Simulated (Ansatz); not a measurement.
System: Zr2O (model structure, started from the Hf2S type, P6₃/mmc, No. 194, 6 atoms in the cell). Method: r²SCAN in Ansatz (plane waves, PAW).

Run with plane-wave cutoff 560 eV, 18×18×6 k mesh (along the axes of the cell as run), Fermi–Dirac smearing 0.05 eV, scalar-relativistic PAW data made under PBE.

Cell (relaxed at this level):

Space group P6₃/mmc (No. 194); a = b = 3.1984 Å, c = 11.0114 Å, α = β = 90.00°, γ = 120.00°

```
atom  site  symmetry       x       y       z
----  ----  --------  ------  ------  ------
Zr      4f       3m.  0.3333  0.6667  0.1132
O       2b      -6m2  0.0000  0.0000  0.2500
```

Question: Give the computed bulk modulus B0.

Answer: 
bulk modulus B0: 164 GPa

The run finds no gap.

Note: the bulk modulus is −V dP/dV from two relaxed cells at ±2 % in volume; the relaxation could raise the start's symmetry but not lower it, so the cell can be a saddle point.

The computed numbers hold no vibrational or temperature effects.

A model structure was made by putting elements into a prototype or built by hand; it is no filed structure, need not be a known phase, and can be a saddle point held by its symmetry.

Ansatz is a program for electronic structure.
